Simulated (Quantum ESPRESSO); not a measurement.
A self-consistent single point of AlAs (F-43m, 2 atoms in the cell) with Quantum ESPRESSO.

Level of theory: PBE, SSSP 1.1.2 efficiency (PBE) pseudopotentials (plane waves; Quantum ESPRESSO).

```
CELL_PARAMETERS angstrom
      0.00000     2.86968     2.86968
      2.86968     0.00000     2.86968
      2.86968     2.86968     0.00000
ATOMIC_POSITIONS crystal
  Al 0.00000 0.00000 0.00000
  As 0.75000 0.75000 0.75000
```

Reference input (self-consistent single point, DFT, PBE, plane waves, SSSP 1.1.2 efficiency (PBE) pseudopotentials): ecutwfc = 35 Ry; ecutrho = 280 Ry; occupations = fixed; potentials = {Al: Al.pbe-n-kjpaw_psl.1.0.0.UPF, As: As.pbe-n-rrkjus_psl.0.2.UPF}; K_POINTS = automatic 10 10 10 1 1 1; nbnd = 8; conv_thr = 1e-10 Ry. This run's input differs from it in these lines:

```diff
@@ -19,3 +19,3 @@
 &ELECTRONS
-   conv_thr = 1.0d-10,
+   conv_thr = 7.3e-04,
 /
```

Output (repeated stretches shortened):

```
     Self-consistent Calculation

     iteration #  1     ecut=    35.00 Ry     beta= 0.70

---- Real-time Memory Report at c_bands before calling an iterative solver
           125 MiB given to the printing process from OS
            39 MiB allocation reported by mallinfo(arena+hblkhd)
------------------

     Threshold (ethr) on eigenvalues was too large:
     Diagonalizing with lowered threshold

---- Real-time Memory Report at c_bands before calling an iterative solver
           145 MiB given to the printing process from OS
            59 MiB allocation reported by mallinfo(arena+hblkhd)
------------------

   [... lines left out ...]

---- Real-time Memory Report at c_bands before calling an iterative solver
           164 MiB given to the printing process from OS
            66 MiB allocation reported by mallinfo(arena+hblkhd)
------------------

     total energy              =     -57.77197076 Ry
     estimated scf accuracy    <       0.00781720 Ry

     iteration #  3     ecut=    35.00 Ry     beta= 0.70

---- Real-time Memory Report at c_bands before calling an iterative solver
           165 MiB given to the printing process from OS
            66 MiB allocation reported by mallinfo(arena+hblkhd)
------------------
     End of self-consistent calculation

     highest occupied, lowest unoccupied level (ev):     4.4193    6.0564

!    total energy              =     -57.77351365 Ry
     estimated scf accuracy    <       0.00048445 Ry

      -> PAW hartree energy AE =       1.32158507 Ry
      -> PAW hartree energy PS =      -1.31703836 Ry
      -> PAW xc energy AE      =     -36.55037495 Ry
      -> PAW xc energy PS      =       1.87041830 Ry
      -> total E_H with PAW    =       1.67895196 Ry
      -> total E_XC with PAW   =     -46.46887645 Ry

     convergence has been achieved in   3 iterations

     Forces acting on atoms (cartesian axes, Ry/au):

     atom    1 type  1   force =    -0.00000000   -0.00000000   -0.00000000
     atom    2 type  2   force =    -0.00000000   -0.00000000    0.00000000

     Total force =     0.000000     Total SCF correction =     0.000000

          total   stress  (Ry/bohr**3)                   (kbar)     P=       -2.29
  -0.00001558   0.00000000   0.00000000           -2.29        0.00        0.00
   0.00000000  -0.00001558   0.00000000            0.00       -2.29        0.00
   0.00000000   0.00000000  -0.00001558            0.00        0.00       -2.29

   JOB DONE.
```

The run converged in 3 iterations. Against the reference run the free energy hardly moves (within 1 meV/atom), the pressure hardly changes (-0.27 to -0.23 GPa) and the gap on the mesh goes from 1.621 to 1.637 eV.

The starting cell comes from a database of computed structures (which also holds hypothetical and non-ambient phases and stackings), without a prior relaxation at this level. Its lattice was rescaled by a random factor within 2.5 % of one. The shifted mesh does not hold Γ, so a gap read on it misses any band edge there.
